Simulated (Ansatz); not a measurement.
Consider PtGe (space group Pnma, No. 62; a = 5.7718 Å, b = 3.7130 Å, c = 6.1288 Å). Axes: x, y, z lie along a, b, c of the conventional cell.

The values are results of Kohn–Sham DFT with the r2SCAN functional, run in Ansatz (a program for electronic structure) with PAW and 500 eV plane waves, no spin-orbit coupling, not measurements.

For the base:

The volume per atom is 16.42 Å³, the pressure is 0.0 GPa and the band gap is zero.

It is then changed as follows: compressive biaxial strain of 4.77 % in the plane normal to [001], as in epitaxy on a mismatched substrate; the out-of-plane cell vector and the atoms relax.

### Question
Predict the new volume per atom, pressure and band gap.

### Answer
The volume per atom decreases by 0.64 Å³ to 15.78 Å³; the pressure (mean of the normal stresses, compression positive) goes from zero to 8.1 GPa; the band gap is still zero.

Without a gap, meshes like the base's 8×13×8 leave anisotropic stresses uncertain by several tenths of a GPa, and small strain energies with them. Stability against distortions was not tested. The final runs are not spin-polarised.
